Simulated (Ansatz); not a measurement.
The reference is CsSnI₃ in the cubic perovskite structure (space group Pm-3m, No. 221).

```xyz
5
Lattice="6.2244 0.0000 0.0000 0.0000 6.2244 0.0000 0.0000 0.0000 6.2244" Properties=species:S:1:pos:R:3 pbc="T T T"
Cs     0.0000     0.0000     0.0000
Sn     3.1122     3.1122     3.1122
I      0.0000     3.1122     3.1122
I      3.1122     3.1122     0.0000
I      3.1122     0.0000     3.1122
```

Cartesian axes are those of the cell as printed.

Computed with plane-wave PAW DFT at the r2SCAN level (Ansatz, an electronic-structure program, 500 eV), no spin-orbit coupling.

Strains are applied to the cell and any free atomic positions relax; under biaxial strain the out-of-plane vector relaxes too.

One change was made to it. Results:

```json
[
 {"quantity": "energy relative to the base (free energy F)", "base": "0 meV/atom", "after": "+0.4 meV/atom"},
 {"quantity": "band gap", "base": "0.46 eV", "after": "0.44 eV"}
]
```

Problem. Which of these changes matches the shifts?
(A) biaxial strain −1.65 %, plane normal [001], relaxed out of plane
(B) biaxial strain +1.55 %, plane normal [111], relaxed out of plane
(C) isotropic strain −5.83 %
(D) tensor shear ε_yz = −1.15 %
(E) tensor shear ε_xy = −3.72 %

Solution. D, tensor shear ε_yz = −1.15 %. For comparison, the band gap in the other runs: tensor shear ε_xy = −3.72 % gives 0.39 eV; biaxial strain −1.65 %, plane normal [001], relaxed out of plane gives 0.22 eV; isotropic strain −5.83 % gives zero; biaxial strain +1.55 %, plane normal [111], relaxed out of plane gives 0.48 eV.

The mesh was chosen for an insulator and is coarse for the gapless case. Spin-orbit coupling, missing from the scalar runs, can matter with I. No phonon test of stability was made. All final runs are without spin polarisation. Many cubic perovskites are stable only at high temperature; tilts and polar distortions were not tested. The zero or small gap of CsSnI3 under biaxial strain −1.65 %, plane normal [001], relaxed out of plane and CsSnI3 under isotropic strain −5.83 % can change with the level of theory.
